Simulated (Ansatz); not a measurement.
System: PdBi₂ (within 0.1 Å of C2/m, No. 12, 6 atoms in the cell; start mp-568746). Method: LDA in Ansatz (PAW).

Numerical settings: plane-wave cutoff 520 eV, 14×10×10 k mesh (along the axes of the cell as run), Fermi–Dirac smearing 0.05 eV, scalar-relativistic PAW data made under PBE.

Cell (relaxed at this level):

```cif
data_Bi4Pd2
_chemical_formula_sum 'Bi4 Pd2'
_space_group_name_H-M_alt 'P 1'
_space_group_IT_number 1
_cell_length_a 4.21077
_cell_length_b 5.60652
_cell_length_c 6.64075
_cell_angle_alpha 77.798
_cell_angle_beta 71.533
_cell_angle_gamma 90.001
loop_
_space_group_symop_operation_xyz
  'x, y, z'
loop_
_atom_site_label
_atom_site_type_symbol
_atom_site_fract_x
_atom_site_fract_y
_atom_site_fract_z
_atom_site_occupancy
Bi1 Bi 0.84352 0.68463 0.31272 1
Bi2 Bi 0.15648 0.31537 0.68728 1
Bi3 Bi 0.42681 0.20769 0.14591 1
Bi4 Bi 0.57319 0.79231 0.85409 1
Pd1 Pd 0.77602 0.16880 0.44786 1
Pd2 Pd 0.22398 0.83120 0.55214 1
```

### Question
Estimate the bulk modulus that the calculation returns.

### Answer

* **bulk modulus**: 72.0 GPa

The run finds no gap.

Note: the bulk modulus is −V dP/dV from two relaxed cells at ±2 % in volume.

Spin–orbit coupling is not included; it can shift volumes and moduli of such heavy elements.

Cost on a shared machine: very roughly 40 core-minutes.

A start named mp-… is a Materials Project structure, which need not be a measured phase.

Ansatz is a quantum-chemistry and plane-wave program.
